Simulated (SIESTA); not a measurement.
Band structure of ZnCu3 (P-6m2, 4 atoms in the cell).

```yaml
crystal:
  lattice:
    - [2.56146, 0.00000, 0.00000]
    - [-1.28073, 2.21829, 0.00000]
    - [0.00000, 0.00000, 8.39759]
  atoms:
    - { symbol: Zn, position: [0.66667, 0.33333, 0.00000] }
    - { symbol: Cu, position: [0.66667, 0.33333, 0.50000] }
    - { symbol: Cu, position: [0.33333, 0.66667, 0.25407] }
    - { symbol: Cu, position: [0.33333, 0.66667, 0.74593] }
```

Computed with LDA PW92, numerical atomic orbitals DZP, PseudoDojo LDA standard norm-conserving potentials (rewritten from UPF to PSML) (SIESTA 5.4.2).

Settings: XC.functional = LDA; XC.authors = PW92; potentials = PseudoDojo LDA standard; PAO.BasisSize = DZP; PAO.EnergyShift = 0.01 Ry; MeshCutoff = 400 Ry; kgrid.MonkhorstPack = 12 12 3; OccupationFunction = MP; OccupationMPOrder = 0; ElectronicTemperature = 100 meV; MaxSCFIterations = 150; SCF.Mixer.Method = Pulay; SCF.Mixer.Weight = 0.2; SCF.Mixer.History = 6.

The starting cell comes from a database of computed structures (which also holds hypothetical and non-ambient phases and stackings), without a prior relaxation at this level. Spin polarisation is off. Values carry the incompleteness of an atom-centred basis.

Levels in eV from the Fermi level, bands 36 to 41:
```json
[
 {"point": "Γ", "36": "-2.27", "37": "-2.27", "38": "-1.94", "39": "-1.94", "40": "-1.72", "41": "2.64"},
 {"point": "M", "36": "-1.63", "37": "-1.00", "38": "-0.83", "39": "-0.07", "40": "0.88", "41": "3.75"},
 {"point": "K", "36": "-1.90", "37": "1.47", "38": "1.79", "39": "2.31", "40": "3.52", "41": "3.78"},
 {"point": "A", "36": "-2.56", "37": "-2.26", "38": "-2.26", "39": "-1.94", "40": "-1.94", "41": "5.46"},
 {"point": "L", "36": "-1.63", "37": "-1.50", "38": "-0.45", "39": "-0.28", "40": "1.13", "41": "4.25"},
 {"point": "H", "36": "-1.89", "37": "1.47", "38": "2.07", "39": "2.32", "40": "3.40", "41": "3.50"}
]
```

Bands cross the Fermi level along this path, so the cell is metallic at this level.

Higher empty bands are left out: an atom-centred basis made for the valence describes them poorly.
